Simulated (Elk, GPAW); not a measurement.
An Elk input for a self-consistent single point of Ir (Fm-3m, 1 atom in the cell) (DFT, PBE, all-electron FP-LAPW, Elk's shipped species files, default APW+lo basis):

```
tasks
  0

xctype
  20

rmtscf
  0.86

swidth
  0.00367493

maxscl
  100

scale
  1.889726125

avec
    0.0000000000    1.8816000000    1.8816000000
    1.8816000000    0.0000000000    1.8816000000
    1.8816000000    1.8816000000    0.0000000000

atoms
  1
  'Ir.in'
  1
  0.0000000000  0.0000000000  0.0000000000    0.0 0.0 0.0

ngridk
  10 10 10
```

Question: Give the GPAW input for the same structure, mesh, smearing and functional.

Answer: One input that does it (others would too):

```python
from ase import Atoms
from ase.units import GPa
from gpaw import GPAW

atoms = Atoms(['Ir'],
              cell=[[0.000000, 1.881600, 1.881600],
                    [1.881600, 0.000000, 1.881600],
                    [1.881600, 1.881600, 0.000000]],
              scaled_positions=[[0.000000, 0.000000, 0.000000]],
              pbc=True)

calc = GPAW(mode={'name': 'pw', 'ecut': 550},
            xc='PBE',
            kpts={'size': (10, 10, 10), 'gamma': True},
            occupations={'name': 'fermi-dirac', 'width': 0.1},
            nbands=-7,
            convergence={'forces': 0.001},
            symmetry={'symmorphic': False, 'tolerance': 0.0005},
            maxiter=100,
            txt='-')

atoms.calc = calc

energy = atoms.get_potential_energy()
print('Energy (eV):', round(energy, 6))
forces = atoms.get_forces()
print('Forces (eV/Ang):')
print(forces.round(5))
stress = atoms.get_stress()
print('Stress (GPa, Voigt):', (stress / GPa).round(4))
```

Basis, cutoffs, solver keys and any potentials are the target program's own. This input uses DFT PBE, plane waves, GPAW PAW datasets PBE (gpaw-data 1.0.1).

The starting cell has typed, rounded lattice constants, without a prior relaxation at this level. For this run, on top of that: lattice scaled by 0.98.
